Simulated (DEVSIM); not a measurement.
System: W/SiO2/n-Si capacitor, at 400 K.

| layer (left to right) | material | thickness (nm) | Nd (cm⁻³) |
|---|---|---|---|
| 1 | SiO2 | 31.0 | - |
| 2 | Si | 3000 | 3.6e16 |

Metal gate on the left, work function 4.6 eV. Fixed charge at the semiconductor interface 0 cm⁻² (in units of +e); no interface traps.

This is a model device: material constants are rounded textbook-type values typed into the input, and sizes, dopings and lifetimes were drawn at random. Values at 300 K; Nc and Nv go as T^1.5, mobilities as T to minus their exponent, the gap by Varshni's rule with the affinity fixed.

| parameter | SiO2 | Si |
|---|---|---|
| gap (eV) | 9 | 1.124 |
| affinity (eV) | 0.9 | 4.05 |
| permittivity | 3.9 | 11.7 |
| Nc (cm⁻³) | - | 2.86e19 |
| Nv (cm⁻³) | - | 3.1e19 |
| Varshni α (eV/K) | - | 0.000473 |
| Varshni β (K) | - | 636 |

Simulated with DEVSIM: 1D Poisson equation in equilibrium, Boltzmann statistics, complete ionisation; no quantum confinement or tunnelling. Metal contacts follow the ideal Schottky-Mott rule: no Fermi-level pinning, no interface dipoles.

Base results: flat-band voltage (V) 0.30; minimum of the low-frequency capacitance (μF/cm²) 0.0482; capacitance of the dielectric stack (μF/cm²) 0.111.

Q: What follows from this one change: substrate doping 3.6e+16 → 7.2e+15 cm^-3?

A: flat-band voltage 0.30 → 0.25 V; minimum of the low-frequency capacitance 0.0482 → 0.0310 μF/cm²; capacitance of the dielectric stack little changed (0.111 μF/cm²).

Q: What follows from this one change: SiO2 thickness 0.031 → 0.017 μm?

A: flat-band voltage little changed (0.30 V); minimum of the low-frequency capacitance 0.0482 → 0.0603 μF/cm²; capacitance of the dielectric stack 0.111 → 0.203 μF/cm².

Q: What follows from this one change: gate work function 4.6 → 4.9 eV?

A: flat-band voltage 0.30 → 0.60 V; minimum of the low-frequency capacitance little changed (0.0482 μF/cm²); capacitance of the dielectric stack little changed (0.111 μF/cm²).

Q: What follows from this one change: temperature 400 → 450 K?

A: flat-band voltage 0.30 → 0.27 V; minimum of the low-frequency capacitance 0.0482 → 0.0524 μF/cm²; capacitance of the dielectric stack little changed (0.111 μF/cm²).
